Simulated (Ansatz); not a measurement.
```yaml
crystal:
  lattice:
    - [6.16730, 0.00000, 0.00000]
    - [0.00000, 6.16730, 0.00000]
    - [0.00000, 0.00000, 6.12293]
  atoms:
    - { symbol: Cs, position: [0.00000, 0.00000, 0.00000] }
    - { symbol: Sn, position: [0.50000, 0.50000, 0.50000] }
    - { symbol: I, position: [0.50000, 0.00000, 0.50000] }
    - { symbol: I, position: [0.00000, 0.50000, 0.50000] }
    - { symbol: I, position: [0.50000, 0.50000, 0.00000] }
```

No spin polarisation.

Method: PBEsol in Ansatz (plane waves to 420 eV, PAW, no SOC). Γ-centred 8×8×8 mesh, Fermi–Dirac width 0.05 eV.

Q: Predict the band gap.

A: 0.13 eV.

Q: What is the computed gap character?

A: Direct at A.

Q: Predict the pressure (mean of the normal stresses, compression positive).

A: -0.18 GPa.

Spin-orbit coupling, missing from the scalar runs, can matter with I. The cells carry an imposed strain or load. Whether these cells are dynamically stable was not tested. The cell was made from CsSnI3 in the cubic perovskite structure (space group Pm-3m, No. 221) by this change: biaxial strain +0.60 %, plane normal [001], relaxed out of plane. Many cubic perovskites are stable only at high temperature; tilts and polar distortions were not tested. A zero or small gap of CsSnI3 can be the functional's error rather than a property of the material.

Ansatz is a quantum-chemistry and plane-wave program.
